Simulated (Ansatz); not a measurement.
Band structure of LaSF (P4/nmm, 6 atoms in the cell).

```
CELL_PARAMETERS angstrom
      4.03980     0.00000     0.00000
      0.00000     4.03980     0.00000
      0.00000     0.00000     6.96970
ATOMIC_POSITIONS crystal
  F  0.00000 0.00000 0.00000
  F  0.50000 0.50000 0.00000
  La 0.50000 0.00000 0.23050
  La 0.00000 0.50000 0.76950
  S  0.50000 0.00000 0.64800
  S  0.00000 0.50000 0.35200
```

Computed with PBEsol, default PAW files made with PBE (plane waves; Ansatz, a quantum-chemistry and plane-wave program).

Settings: kpoints.mp_grid.grid = 6 6 4; hamiltonian.xc = pbesol; hamiltonian.pseudopotentials = {kind: paw} (the program's default PAW files); scf.occupations.method = cold; scf.occupations.width = 0.136 eV; kpoints.band_path.npoints = 16.

The starting cell comes from a database of published, mostly measured structures (it also holds non-ambient and calculated ones), without a prior relaxation at this level.

Question: Predict the gap along the standard path and the places of the band edges.

Answer: The gap along the path is 1.36 eV, direct at Γ to within 0.01 eV.

Levels in eV from the top of the valence band on the path, bands 21 to 28:
```tsv
point	21	22	23	24	25	26	27	28
Γ	-1.29	-0.02	-0.02	0.00	1.36	2.69	3.18	3.18
X	-1.61	-1.61	-0.94	-0.94	3.07	3.07	3.35	3.35
M	-1.26	-1.26	-0.49	-0.49	3.06	3.06	3.27	3.27
Z	-1.18	-0.72	-0.13	-0.13	1.92	2.09	3.19	3.19
R	-1.54	-1.54	-0.87	-0.87	3.06	3.06	3.32	3.32
A	-1.06	-1.06	-0.46	-0.46	3.09	3.09	3.21	3.21
```

Keys are those of Ansatz 0.2.
